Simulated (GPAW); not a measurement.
A self-consistent single point of Li (Im-3m, 1 atom in the cell) with GPAW.

Level of theory: PBEsol, GPAW PAW datasets PBEsol (made by gpaw-setup) (plane waves; GPAW).

```
Li
1.0
   -1.75023     1.75023     1.75023
    1.75023    -1.75023     1.75023
    1.75023     1.75023    -1.75023
Li
1
Direct
  0.00000   0.00000   0.00000
```

Reference input (self-consistent single point, DFT PBEsol, plane waves, GPAW PAW datasets PBEsol (made by gpaw-setup)): mode = pw; ecut = 550 eV; xc = PBEsol; kpts = 13 13 13; mesh shift (steps) = 0 0 0; occupations.name = methfessel-paxton; occupations.width = 0.1 eV; occupations.order = 0; nbands = -7; symmetry.symmorphic = false; symmetry.tolerance = 0.0005; maxiter = 100. This run's input differs from it in these lines:

```diff
@@ -13,4 +13,4 @@
             xc='PBEsol',
-            kpts=(13, 13, 13),
-            occupations={'name': 'methfessel-paxton', 'width': 0.1, 'order': 0},
+            kpts=(21, 21, 21),
+            occupations={'name': 'methfessel-paxton', 'width': 1.0, 'order': 0},
             nbands=-7,
```

Output, abridged:

```
     iter     time        total  log10-change:
                         energy   eigst   dens
iter:   1 --:--:--    -1.969305
iter:   2 --:--:--    -1.969280   -1.92  -1.25
iter:   3 --:--:--    -1.966655   -2.37  -1.26
iter:   4 --:--:--    -1.967321   -2.70  -1.67
iter:   5 --:--:--    -1.967318   -4.24  -3.06
iter:   6 --:--:--    -1.967298c  -5.93  -3.03
iter:   7 --:--:--    -1.967310c  -5.46  -2.55
iter:   8 --:--:--    -1.967311c  -6.64  -4.24c
iter:   9 --:--:--    -1.967310c  -8.62c -4.03c
Converged after 9 iterations.

Dipole moment: (-0.000000, -0.000000, -0.000000) |e|*Ang

Energy contributions relative to reference atoms: (reference = -201.035873)

Kinetic:         +1.753181
Potential:       -1.463014
External:        +0.000000
XC:              -2.144197
Entropy (-ST):   -0.226892
Local:           +0.000166
SIC:             +0.000000
--------------------------
Free energy:     -2.080756
Extrapolated:    -1.967310

Showing only first 2 kpts
 Kpt  Band  Eigenvalues  Occupancy
  0     0     -3.28598    2.00000
  0     1     14.31253    0.00000

  1     0     -3.24386    2.00000
  1     1     14.02840    0.00000

Fermi level: 0.15701

No gap
No difference between direct/indirect transitions
Energy (eV): -1.96731

Forces in eV/Ang:
  0 Li   -0.00000    0.00000   -0.00000

Stress tensor:
     0.002530    -0.000000    -0.000000
    -0.000000     0.002530     0.000000
    -0.000000     0.000000     0.002530
Stress (GPa, Voigt): [ 0.4053  0.4053  0.4053  0.     -0.     -0.    ]
```

The run converged in 9 iterations. GPAW prints stress with tension positive. Against the reference run the free energy goes down by 117 meV/atom and the pressure goes from -0.71 to -0.41 GPa.

The starting cell has typed, rounded lattice constants, without a prior relaxation at this level. Its lattice was rescaled by up to half a per cent.

Cost on one core of a shared machine: roughly 30 s.
